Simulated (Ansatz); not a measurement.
Data:

```yaml
crystal:
  lattice:
    - [4.19450, 0.00000, 0.00000]
    - [0.00000, 4.19450, 0.00000]
    - [0.00000, 0.00000, 2.72669]
  atoms:
    - { symbol: Si, position: [0.00000, 0.00000, 0.00000] }
    - { symbol: Si, position: [0.50000, 0.50000, 0.50000] }
    - { symbol: O, position: [0.30606, 0.30606, 0.00000] }
    - { symbol: O, position: [0.80606, 0.19394, 0.50000] }
    - { symbol: O, position: [0.19394, 0.80606, 0.50000] }
    - { symbol: O, position: [0.69394, 0.69394, 0.00000] }
```

No spin polarisation.

All numbers come from Ansatz (a program for electronic structure), PBEsol, PAW, cutoff 420 eV, no SOC. Settings: 8×8×12 k-points, 0.05 eV Fermi–Dirac smearing.

**Question.** Predict the stress and band gap.

**Answer.** The stress (xx, yy, zz, yz, xz, xy; compression positive) is (-3.24, -3.24, -12.06, 0.00, 0.00, 0.00) GPa and the band gap comes out as 4.97 eV.

The cells carry an imposed strain or load. No phonon test of stability was made. The cell was made from SiO₂ in the rutile structure (space group P4_2/mnm, No. 136) by this change: uniaxial strain ε_zz = +1.80 %.
